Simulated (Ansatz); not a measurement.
The starting structures come from a database of crystals and need not be the phases stable at ambient conditions.

By PBEsol, the system below comes out a metal.

A figure of merit of an interconnect metal is its ballistic conductance per area.

Input:

```xyz
3
Lattice="4.4947 0.0000 0.0000 0.0000 4.4947 0.0000 2.2474 -2.2474 3.2431" Properties=species:S:1:pos:R:3 pbc="T T T"
Sn     2.2474     0.0000     1.6215
Sn     4.4947     2.2474     1.6215
Pt     0.0000     0.0000     0.0000
```

Space group of this cell: I4/mmm. The cell is strained (lengths across the current scaled by 0.98, ions clamped); by PBEsol its mean pressure is 2.9 GPa.

The current flows along the normal of the first two printed cell vectors, the (001) (indices of the unstrained crystal) plane of the conventional cell. No spin-orbit coupling; the value is a mean over 0.1 eV about the Fermi level.

Q: Give the ballistic conductance per area that Ansatz (a program for electronic structure) with PBEsol yields.

A: 0.50 × 10¹⁵ S/m² for both spins.
